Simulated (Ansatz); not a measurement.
**By hand: surface energy of the WC(0001) slab, the mean of its two faces, with the listed reservoirs for the atoms in excess**

This concerns the surface energy of the WC(0001) slab, the mean of its two faces, with the listed reservoirs for the atoms in excess. Reaction: W (bcc) + 4 WC (P-6m2) → cell A.

A: a slab of WC (P-6m2) cut along (0001), 9 atoms, hexagonal cell of 2.92 Å (7.4 Å²), symmetry P-6m2 within 0.02 Å, 11.3 Å thick under 16 Å of vacuum, in-plane vectors held at the crystal's; planes from bottom to top: W | C | W | C | W | C | W | C | W; all atoms within 0.5 Å of the crystal's sites, in a cell too small to show a reconstruction; spin state with PBE: run without spin.

Ansatz (a quantum-chemistry and plane-wave program) with PAW potentials; structures come from PBE relaxations, nuclei static, no net charge. Ansatz runs with its PAW set soft_1. A dispersion term (D3(BJ), or D4 for r2SCAN) was computed beside these levels and is taken off wherever the name lacks it. The runs are scalar-relativistic, without spin-orbit coupling.

Total energies of the cells in eV, at zero smearing width. They compare only within one column; the weights balance every element.

```tsv
cell	atoms	weight	PBE
A: WC(0001) slab	9	+1	-52931.47062
W (bcc)	1	−1	-10385.92113
WC (P-6m2)	2	−4	-10637.15952
```

PBE: (-52931.47062) − (-10385.92113) − 4 × (-10637.15952) = 3.0886 eV; dividing by 2 × 7.394 Å² and converting at 16.022 J/m² per eV/Å² gives 3.35 J/m².
